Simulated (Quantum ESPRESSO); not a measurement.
A self-consistent single point of Ba4As2O (I4/mmm, 7 atoms in the cell) with Quantum ESPRESSO.

Computed with LDA (PZ), GBRV 1.5 ultrasoft (LDA) pseudopotentials (plane waves; Quantum ESPRESSO).

The change in words: lattice scaled by 0.98. Reference geometry:
```xyz
7
Lattice="2.5425 -2.5425 8.5064 2.5425 2.5425 8.5064 -2.5425 -2.5425 8.5064" Properties=species:S:1:pos:R:3 pbc="T T T"
Ba     0.0000     0.0000    11.4903
Ba     0.0000     0.0000     5.5225
Ba    -2.5425     0.0000     0.0000
Ba     0.0000     2.5425     0.0000
As     0.0000     0.0000    14.7055
As     0.0000     0.0000     2.3073
O      0.0000     0.0000     8.5064
```

Reference input (self-consistent single point, DFT, LDA (PZ), plane waves, GBRV 1.5 ultrasoft (LDA) pseudopotentials): ecutwfc = 40 Ry; ecutrho = 200 Ry; occupations = fixed; potentials = {Ba: ba_lda_v1.uspp.F.UPF, As: as_lda_v1.uspp.F.UPF, O: o_lda_v1.2.uspp.F.UPF}; K_POINTS = automatic 4 4 4 0 0 0; nbnd = 36; conv_thr = 1e-10 Ry; mixing_beta = 0.5. This run's input differs from it in these lines:

```diff
@@ -11,4 +11,4 @@
     ibrav = 7,
-    A = 5.08509200,
-    C = 17.01280000,
+    A = 4.98339000,
+    C = 16.67254400,
     nat = 7,
@@ -29,9 +29,9 @@
 ATOMIC_POSITIONS {angstrom}
-Ba    0.00000000    0.00000000   11.49027499
-Ba    0.00000000    0.00000000    5.52252501
-Ba   -2.54254600    0.00000000    0.00000000
-Ba    0.00000000    2.54254600    0.00000000
-As    0.00000000    0.00000000   14.70552406
-As    0.00000000    0.00000000    2.30727594
-O     0.00000000    0.00000000    8.50640000
+Ba    0.00000000    0.00000000   11.26046949
+Ba    0.00000000    0.00000000    5.41207451
+Ba   -2.49169500    0.00000000    0.00000000
+Ba    0.00000000    2.49169500    0.00000000
+As    0.00000000    0.00000000   14.41141358
+As    0.00000000    0.00000000    2.26113042
+O     0.00000000    0.00000000    8.33627200
 K_POINTS {automatic}
```

Output, abridged:

```
     Self-consistent Calculation

     iteration #  1     ecut=    40.00 Ry     beta= 0.50

---- Real-time Memory Report at c_bands before calling an iterative solver
           448 MiB given to the printing process from OS
           135 MiB allocation reported by mallinfo(arena+hblkhd)
------------------

     negative rho (up, down):  3.736E-01 0.000E+00

     total energy              =    -393.47585571 Ry
     estimated scf accuracy    <       1.20561377 Ry

     iteration #  2     ecut=    40.00 Ry     beta= 0.50

---- Real-time Memory Report at c_bands before calling an iterative solver
   [... lines left out ...]
           178 MiB allocation reported by mallinfo(arena+hblkhd)
------------------
     c_bands:  1 eigenvalues not converged

     negative rho (up, down):  3.529E-01 0.000E+00

     total energy              =    -393.94179622 Ry
     estimated scf accuracy    <          1.6E-09 Ry

     iteration # 13     ecut=    40.00 Ry     beta= 0.50

---- Real-time Memory Report at c_bands before calling an iterative solver
           532 MiB given to the printing process from OS
           178 MiB allocation reported by mallinfo(arena+hblkhd)
------------------

     negative rho (up, down):  3.529E-01 0.000E+00
     End of self-consistent calculation

     highest occupied, lowest unoccupied level (ev):     8.4687    8.8335

!    total energy              =    -393.94179622 Ry
     estimated scf accuracy    <          4.8E-11 Ry

     convergence has been achieved in  13 iterations

     negative rho (up, down):  3.529E-01 0.000E+00

     Forces acting on atoms (cartesian axes, Ry/au):

     atom    1 type  1   force =     0.00000000    0.00000000   -0.00186113
     atom    2 type  1   force =     0.00000000    0.00000000    0.00186113
     atom    3 type  1   force =     0.00000000   -0.00000000    0.00000000
     atom    4 type  1   force =    -0.00000000    0.00000000    0.00000000
     atom    5 type  2   force =     0.00000000    0.00000000   -0.00205460
     atom    6 type  2   force =     0.00000000    0.00000000    0.00205460
   [... lines left out ...]
     Total force =     0.003921     Total SCF correction =     0.000003
   [... lines left out ...]

     negative rho (up, down):  3.529E-01 0.000E+00
          total   stress  (Ry/bohr**3)                   (kbar)     P=       26.61
   0.00019398  -0.00000000  -0.00000000           28.54       -0.00       -0.00
  -0.00000000   0.00019398   0.00000000           -0.00       28.54        0.00
  -0.00000000   0.00000000   0.00015464           -0.00        0.00       22.75

   JOB DONE.
```

The run converged in 13 iterations. Against the reference run the free energy rises by 12.3 meV/atom, the pressure goes from -0.51 to 2.66 GPa, the largest force goes from 0.048 to 0.053 eV/Å and the gap on the mesh goes from 0.493 to 0.365 eV.

The starting cell comes from a database of computed structures (which also holds hypothetical and non-ambient phases and stackings), without a prior relaxation at this level. Its lattice was rescaled by a random factor within 2.5 % of one. For this run, on top of that: lattice scaled by 0.98.

Cost on one core of a shared machine: roughly 6 min.
